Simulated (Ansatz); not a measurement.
The reference is MgTe in the wurtzite structure (space group P6_3mc, No. 186).

```
MgTe
1.0
    4.60888     0.00000     0.00000
   -2.30444     3.99141     0.00000
    0.00000     0.00000     7.50008
Mg Te
2 2
Cartesian
  0.00000   2.66094   7.49844
  2.30444   1.33047   3.74840
  0.00000   2.66094   2.82167
  2.30444   1.33047   6.57170
```

Cartesian axes are those of the cell as printed.

All numbers come from plane-wave PAW DFT at the PBE level (Ansatz, a quantum-chemistry and plane-wave program, 420 eV), no spin-orbit coupling.

Perturbation: uniaxial strain ε_zz = +0.60 %, all other strain components held at zero; the atoms relax in the strained cell.

Q: Predict the stress tensor and what it implies for the stiffness.

A: Stress of the strained cell less that of the base (GPa, compression positive):
```
  -0.13    0.00    0.00
   0.00   -0.13    0.00
   0.00    0.00   -0.33
```

Then −Δσ_ii/ε with ε = 0.0060 gives relaxed-ion elastic constants: C33 ≈ 55 GPa.

Whether these cells are dynamically stable was not tested.
